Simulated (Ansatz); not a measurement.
SiO2 (model structure, from the tetragonal ZrO2 type, P4₂/nmc, No. 137) was calculated with G0W0@PBEsol in Ansatz (plane waves, hard PAW, contour deformation).

The cell is the one relaxed with PBEsol. Conventional cell: a = 2.8215 Å, b = 2.8215 Å, c = 8.5799 Å, α = 90.00°, β = 90.00°, γ = 90.00°.

The quasiparticle gap at Γ at a fixed k mesh 2×2×2:

```csv
response cutoff,value (eV)
"200 eV, 806 empty bands",8.409
"250 eV, 1126 empty bands",8.464
"300 eV, 1481 empty bands",8.495
"400 eV, 2279 empty bands",8.528
```

Question: Taking the value to converge with the response cutoff E as E^(−3/2), extrapolate from the last two rows.

Answer: With y = y∞ + c/w and weights w = 5196 and 8000 for the last two rows, y∞ = (w2 y2 − w1 y1)/(w2 − w1) = (8000 × 8.528 − 5196 × 8.495)/2804 = 8.589 eV, which lies 0.061 beyond the last row. Successive pairs of rows give 8.602, 8.594, 8.589. The limit also hangs on the law assumed, so its last digits aren't firm.

The other settings are not extrapolated, so this is the limit in one setting alone.

The smallest gap on this mesh is 8.45 eV, away from Γ.

A model structure was made by putting elements into a prototype or built by hand; it is no filed structure, need not be a known phase, and can be a saddle point held by its symmetry.

Ansatz is a quantum-chemistry and plane-wave program.
